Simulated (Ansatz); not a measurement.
Cells marked so need not be the phases stable at ambient conditions, and some may be hypothetical.

The gap is the functional's own, uncorrected, and κ follows it; spin-orbit coupling is left out. Mid-gap values are interpolated between the computed energies.

A. Y(HO)3 (P6_3/m, not sure to be the ambient phase, 14 atoms a cell, 8.9 Å³ an atom, -4 GPa at this level), along the normal of (111)
B. Al₂CdS₄ (Fd-3m, spinel, not sure to be the ambient phase, 14 atoms a cell, 19.4 Å³ an atom), along the normal of (110)
C. Ca(CdAs)2 (P-3m1, not sure to be the ambient phase, 5 atoms a cell, 24.3 Å³ an atom), along the normal of (111)

### Question
Put the candidates in order of mid-gap decay constant of the slowest evanescent state, highest first, for r2SCAN run with Ansatz (a quantum-chemistry and plane-wave program).

### Answer
A (0.38 1/Å), B (0.19 1/Å), C (0.06 1/Å)
